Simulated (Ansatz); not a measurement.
```xyz
16
Lattice="6.6714 0.1027 -0.0020 -3.2468 5.8290 0.0020 -0.0016 0.0010 5.4250" Properties=species:S:1:pos:R:3 pbc="T T T"
La     2.1672     0.7260    -0.0408
La    -0.2814     2.1397     2.6637
N      1.7178     0.9854     2.8607
N      0.0755     1.9337     0.1174
Al     0.1474     3.8398     0.0202
Al    -1.6267     4.9460     2.7102
N     -0.0741     4.3180     3.6541
N     -1.2767     4.4746     0.9949
Al     5.1320     1.0209     0.0181
Al     3.2870     2.0043     2.7082
N      4.6072     0.9737     3.6521
N      3.8702     1.9369     0.9929
La     3.4299     3.9514     0.1272
Al     1.4915     5.0705     2.7766
N      3.2578     4.0508     3.0432
N      1.4643     5.0863     0.8352
```

Relaxed-ion tensors in this frame from LDA in Ansatz (a quantum-chemistry and plane-wave program). Proper piezoelectric stress tensor e (C/m²):

```
 0.09  -0.22  -0.09  -0.11   0.85   0.29
 0.51  -0.44   0.05   0.72  -0.11   0.16
 0.87   0.79  -1.09   0.07  -0.12  -0.07
```

Stiffness C (GPa):

```
  151    118   87.2  -13.7    0.8   -4.6
  118    172   88.1    5.6   13.1   22.6
 87.2   88.1    299    2.0   -3.5    0.8
-13.7    5.6    2.0   59.4    4.4   -6.2
  0.8   13.1   -3.5    4.4   54.4   -2.5
 -4.6   22.6    0.8   -6.2   -2.5   37.8
```

The ordered cell is a computed model, not a synthesised structure.

Question: Obtain the piezoelectric strain tensor d.

Answer: d = e S with S = C⁻¹, in pC/N:

```
 11.6  -13.5    0.5    2.6   19.4   18.9
 25.0  -23.8   -0.3   22.6    2.7   25.4
  6.5    4.4   -6.9    2.4   -4.1   -3.4
```
